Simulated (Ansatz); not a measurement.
Fermi-surface data of ScIr (Pm-3m)

Input:

```
CELL_PARAMETERS angstrom
      3.18911     0.00000     0.00000
      0.00000     3.18911     0.00000
      0.00000     0.00000     3.18911
ATOMIC_POSITIONS crystal
  Sc 0.50000 0.50000 0.50000
  Ir 0.00000 0.00000 0.00000
```

These are r2SCAN, rigid bands (plane waves, PAW, scalar-relativistic; Ansatz, a program for electronic structure) values and carry that method's errors. Condition of this run: functional r2SCAN on the same cell. Geometry: cell and atoms relaxed with PBEsol.

```json
{
 "density of states at the Fermi level": "0.340 states/(eV·cell), both spins",
 "bare Sommerfeld coefficient": "0.40 mJ/(mol of atoms·K²)",
 "drude_plasma_energy": "3.6 eV",
 "root-mean-square Fermi velocity": "7.0e5 m/s",
 "resistivity times τ": "37 ×10⁻²² Ω·m·s"
}
```

A metal at this level (no band gap); rigid bands, thermally averaged at 300 K, both spins. Spin-orbit coupling is left out, which matters with elements this heavy. τ is one relaxation time for all states.

Formula and space group known from diffraction (Crystallography Open Database), not checked to be the room-temperature form: ScIr (Pm-3m).
